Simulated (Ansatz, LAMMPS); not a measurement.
# Random Si-Ge alloy, 5x5x5 cubic cells, lattice parameter by Vegard's rule

Cell 28.44 × 28.44 × 28.44 Å, Si253Ge747, 1000 atoms. Prepared with LAMMPS with Tersoff's 1989 multicomponent potential (SiCGe.tersoff): minimisation. 

All values below come from PBE, support functions at accuracy medium on the grid of 370 eV (norm-conserving potentials; Ansatz, a quantum-chemistry and plane-wave program).

Basis: localised support functions (accuracy medium) on a full density matrix. k-points: zone centre alone; occupations: Fermi-Dirac, 0.020 eV; spin polarisation not allowed. Scalar-relativistic, no spin-orbit coupling.

```
Item                                                                                       Value
--------------------------------------------  --------------------------------------------------
energy over the perfect crystal(s), per atom                                         16 meV/atom
Kohn-Sham gap of the cell on its k-mesh                                                  0.37 eV
coordination (neighbours within 2.924 Å)                                          100.0 % 4-fold
Ge-Ge bonds, mean ± spread                                                       2.487 ± 0.007 Å
Ge-Si bonds, mean ± spread                                                       2.439 ± 0.007 Å
Si-Si bonds, mean ± spread                                                       2.391 ± 0.007 Å
bond angles, mean ± spread                                                         109.5° ± 1.1°
pressure                                                                               -0.35 GPa
cost of the final run                         roughly 50 core-minutes, 12 SCF iterations, 20 GiB
```
